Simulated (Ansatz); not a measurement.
# Habitual settings against a tight run: ScBiO3 (R-3, 10 atoms in the cell)

Self-consistent single point.

```xyz
10
Lattice="2.7977 1.6153 4.9355 -2.7977 1.6153 4.9355 0.0000 -3.2305 4.9355" Properties=species:S:1:pos:R:3 pbc="T T T"
Sc     0.0000     0.0000    12.6058
Sc     0.0000     0.0000     2.2007
Bi     0.0000     0.0000     9.4311
Bi     0.0000     0.0000     5.3754
O      2.1566     0.1237     8.5717
O     -2.1566    -0.1237     6.2347
O     -1.1855     1.8058     8.5717
O      1.1855    -1.8058     6.2347
O     -0.9711    -1.9296     8.5717
O      0.9711     1.9296     6.2347
```

Method of the run: PBEsol, PAW files made with PBE (plane waves; Ansatz, a quantum-chemistry and plane-wave program).

Base settings: basis.ecutwfc = 420 eV; kpoints.mp_grid.grid = 6 6 6; hamiltonian.xc = pbesol; hamiltonian.pseudopotentials = {kind: paw} (the program's default PAW files); scf.occupations.method = fixed.

Tight run (finer mesh or higher cutoff; not a proven limit): basis.ecutwfc: 420 eV → 590 eV; kpoints.mp_grid.grid: 6 6 6 → 9 9 9; scf.convergence.dr2_threshold: default (1e-07 eV) → 1e-09 eV. It gave top of the valence band (on the code's own zero) 10.41 eV; gap on the k-point mesh 2.20 eV; pressure 4.36 GPa; largest force (vector length) 0.148 eV/Å.

Quick runs, as changes from the base:
- A: the base itself
- B: basis.ecutwfc: 420 eV → 295 eV; kpoints.mp_grid.grid: 6 6 6 → 8 8 8; scf.occupations.method: fixed → gaussian; scf.occupations.width: default → 0.5 eV; scf.convergence.dr2_threshold: default (1e-07 eV) → 0.0001 eV
- C: basis.ecutwfc: 420 eV → 250 eV; kpoints.mp_grid.grid: 6 6 6 → 3 3 3; hamiltonian.xc: pbesol → lda [LDA (PW92)]
- D: basis.ecutwfc: 420 eV → 335 eV; scf.occupations.method: fixed → gaussian; scf.occupations.width: default → 0.272 eV
- E: kpoints.mp_grid.grid: 6 6 6 → 4 4 4; scf.convergence.dr2_threshold: default (1e-07 eV) → 0.0001 eV
- F: basis.ecutwfc: 420 eV → 335 eV; kpoints.mp_grid.grid: 6 6 6 → 2 2 2; hamiltonian.xc: pbesol → lda [LDA (PW92)]

Dashes: energy of C, F, another energy zero.

Gaps are read on each run's own mesh, which may miss the band edges.

† marks runs with another functional, U, potentials or spin treatment: their distance from the tight run is not a convergence error alone.

The count of work is k-points × plane waves × bands × iterations; it is no time. 

Pressures in the table are Ansatz's without its Pulay estimate, at a fixed set of plane waves; the tight run's value above holds the estimate.

The starting cell comes from a database of computed structures (which also holds hypothetical and non-ambient phases and stackings), without a prior relaxation at this level. Its lattice was rescaled by a random factor within 2.5 % of one. Spin-orbit coupling is off. In the base run, with a pressure of about 4 GPa the cell is away from its equilibrium volume at this level.

```
run  energy less tight (meV/atom)  pressure less tight (GPa)  largest miss in a force vector (eV/Å)  gap on the mesh less tight (eV)  count of work / tight
---  ----------------------------  -------------------------  -------------------------------------  -------------------------------  ---------------------
A                             2.1                      -0.31                                  0.000                           -0.066                   0.16
B                           256.9                     -19.32                                  0.059                           -0.071                   0.16
C†                              –                     -68.38                                  0.187                            0.425                  0.011
D                            65.7                      -6.10                                  0.017                           -0.065                   0.10
E                             2.1                      -0.31                                  0.001                           -0.067                  0.043
F†                              –                     -11.26                                  0.104                           -0.075                  0.011
```

The base run finds a smaller gap than the tight one, whose mesh may miss a band edge.

Among the runs at the tight run's level, the energy misses run from 2.1 to 256.9 meV/atom.

Keys are those of Ansatz 0.2.
